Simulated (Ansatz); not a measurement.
Input and output of a self-consistent single point for AlNi (Cmm2, 2 atoms in the cell) (Ansatz, a first-principles code).

Level of theory: PBEsol, PAW files made with PBE (plane waves; Ansatz).

The change in words: lattice scaled by 0.98; basis.ecutwfc: 30.9 Ry → 15.4 Ry. Reference geometry:
```yaml
crystal:
  lattice:
    - [1.93288, -1.94733, 0.00000]
    - [1.93288, 1.94733, 0.00000]
    - [0.00000, 0.00000, 3.09013]
  atoms:
    - { symbol: Al, position: [0.00000, 0.00000, 0.01618] }
    - { symbol: Ni, position: [0.50000, 0.50000, 0.50000] }
```

Reference input (self-consistent single point, DFT, PBEsol, plane waves, PAW files made with PBE): basis.ecutwfc = 30.9 Ry; kpoints.mp_grid.grid = 12 12 11; hamiltonian.xc = pbesol; hamiltonian.pseudopotentials = {kind: paw} (the program's default PAW files); scf.occupations.method = gaussian; scf.occupations.width = 0.0073 Ry. This run's input differs from it in these lines:

Ansatz 0.2 input:
```diff
@@ -2,10 +2,10 @@
   lattice:
-    - [1.932879, -1.947330, 0.000000]
-    - [1.932879, 1.947330, 0.000000]
-    - [0.000000, 0.000000, 3.090132]
+    - [1.894221, -1.908383, 0.000000]
+    - [1.894221, 1.908383, 0.000000]
+    - [0.000000, 0.000000, 3.028329]
   atoms:
-    - { symbol: Al, position_ang: [0.000000, 0.000000, 0.050001] }
-    - { symbol: Ni, position_ang: [1.932879, 0.000000, 1.545066] }
+    - { symbol: Al, position_ang: [0.000000, 0.000000, 0.049001] }
+    - { symbol: Ni, position_ang: [1.894221, 0.000000, 1.514164] }
 basis:
-  ecutwfc: 30.9 Ry
+  ecutwfc: 15.4 Ry
 kpoints:
```

Output, abridged:

```
SCF iter   1: F=—  HF=-6319.784387 eV  |F-HF|=—  |Δ(HF+E_count)|=         —  Δρ=9.67e-2  dr2=7.72e-1  ethr=3.10e-3  ⟨swp⟩=4.0  Hψ=17036  notcnv=0
all-band conjugate gradients solve this SCF's bands
preconditioner: auto → none
SCF iter   2: F=—  HF=-6319.063988 eV  |F-HF|=—  |Δ(HF+E_count)|=   7.20e-1  Δρ=1.16e-1  dr2=2.79e0  ethr=3.10e-3  ⟨swp⟩=2.0  Hψ=9707  notcnv=0  defer=97
   [... lines left out ...]
SCF iter   4: F=—  HF=-6318.517147 eV  |F-HF|=—  |Δ(HF+E_count)|=   6.22e-3  Δρ=3.35e-3  dr2=1.98e-3  ethr=2.45e-4  ⟨swp⟩=1.2  Hψ=5775  notcnv=0  defer=92
SCF iter   5: F=—  HF=-6318.516752 eV  |F-HF|=—  |Δ(HF+E_count)|=   3.94e-4  Δρ=4.72e-4  dr2=6.76e-5  ethr=9.42e-6  ⟨swp⟩=2.4  Hψ=5349  notcnv=0  defer=92
SCF iter   6: F=—  HF=-6318.516941 eV  |F-HF|=—  |Δ(HF+E_count)|=   1.89e-4  Δρ=1.23e-4  dr2=2.41e-6  ethr=3.22e-7  ⟨swp⟩=2.0  Hψ=5298  notcnv=0  defer=92
SCF iter   7: F=-6318.516940 eV  HF=-6318.516940 eV  |F-HF|=1.13e-8  |Δ(HF+E_count)|=   3.36e-7  Δρ=1.24e-5  dr2=2.19e-8  ethr=4.76e-10  ⟨swp⟩=4.2  Hψ=14118  notcnv=0
SCF 1 converged in 7 iterations: F = -6318.516940 eV  dr2 = 2.19e-8
Free energy (F): -6318.516940 eV
Internal energy: -6318.514014 eV  (E = F + TS)
E sigma→0 (E₀):  -6318.515477 eV
Entropy (-TS):   -0.002926 eV (-1.463 meV/atom)
Fermi energy:    15.009866 eV
--- Forces (eV/Å), atoms counted from 1 ---
  atom   1  Al     0.00000000     0.00000000    -0.53222558
  atom   2  Ni     0.00000000     0.00000000     0.53220474
--- Stress (GPa, compression-positive) ---
       24.302939       0.000000       0.000000
        0.000000      24.722866       0.000000
        0.000000       0.000000      26.432486
  P = ⅓ Tr σ = 25.1528 GPa (251.528 kbar)
  The stress holds the Pulay correction. Without it, at fixed plane waves, as pw.x and ABINIT print it: P = -413.2379 GPa
```

The run converged in 7 iterations. Against the reference run the free energy goes up by 6.15 eV/atom, the pressure goes from 2.13 to 25.15 GPa and the largest force goes from 0.332 to 0.532 eV/Å.

The starting cell comes from a database of computed structures (which also holds hypothetical and non-ambient phases and stackings), without a prior relaxation at this level. Its lattice was rescaled by up to half a per cent. One atom was moved a little off its site on purpose. For this run, on top of that: lattice scaled by 0.98. Spin polarisation is off. Ansatz's pressure includes its estimate of the finite-basis (Pulay) stress. Without the estimate this run gives -413.24 GPa. The cutoff lies below the one recommended for these files.
